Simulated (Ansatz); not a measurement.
We consider CaGe2 (P6₃mc, No. 186, 6 atoms in the cell; start mp-13286), described by PBEsol (PAW; Ansatz, a quantum-chemistry and plane-wave program).

Numerical settings: plane-wave cutoff 520 eV, 18×18×6 k mesh (along the axes of the cell as run), Fermi–Dirac smearing 0.05 eV, scalar-relativistic PAW data made under PBE.

Cell (relaxed at this level):

```
CELL_PARAMETERS angstrom
      3.98414     0.00000     0.00000
     -1.99207     3.45037     0.00000
      0.00000     0.00000    10.02474
ATOMIC_POSITIONS crystal
  Ca 0.33333 0.66667 0.29207
  Ca 0.66667 0.33333 0.79207
  Ge 0.33333 0.66667 0.60576
  Ge 0.66667 0.33333 0.10576
  Ge 0.00000 0.00000 0.99918
  Ge 0.00000 0.00000 0.49918
```

Task: What does this level give for the bulk modulus?

Result: 
- bulk modulus: 54.8 GPa

The run finds no gap.

Note: the bulk modulus is −V dP/dV from two relaxed cells at ±2 % in volume; the relaxation could not lower the start's symmetry, so the cell can be a saddle point above a distorted one.

Static lattice: no zero-point or thermal effects.

Computing time: roughly 5 core-minutes.

A start named mp-… is a Materials Project structure, which need not be a measured phase.
